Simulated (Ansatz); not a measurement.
# Response to strain in hypothetical Fddd WSi2

Base system: WSi₂ (space group Fddd, No. 70; a = 4.591 Å, b = 7.948 Å, c = 8.973 Å; a hypothetical phase, not in the database extracts checked). Axes: x, y, z lie along a, b, c of the conventional cell.

Strains are applied to the cell and any free atomic positions relax.

Computed with Ansatz (a quantum-chemistry and plane-wave program), PBE, PAW, cutoff 420 eV, spin-orbit coupling left out.

Notes on the quantities. energy relative to the base: free energy F; pressure: mean of the normal stresses, compression positive.

```csv
change,energy relative to the base,pressure,volume per atom,space group
base,0 meV/atom,0.0 GPa,13.64 Å³,Fddd (No. 70)
isotropic strain −1.11 %,+11 meV/atom,7.8 GPa,13.19 Å³,Fddd (No. 70)
isotropic strain −0.82 %,+5.7 meV/atom,5.7 GPa,13.31 Å³,Fddd (No. 70)
isotropic strain +5.28 %,+193 meV/atom,-23.5 GPa,15.92 Å³,Fddd (No. 70)
tensor shear ε_xy = −0.93 %,+2.6 meV/atom,0.1 GPa,13.64 Å³,C2/c (No. 15)
```

Without a gap, meshes like the base's 13×13×13 leave anisotropic stresses uncertain by several tenths of a GPa, and small strain energies with them. Whether these cells are dynamically stable was not tested. All final runs are without spin polarisation.
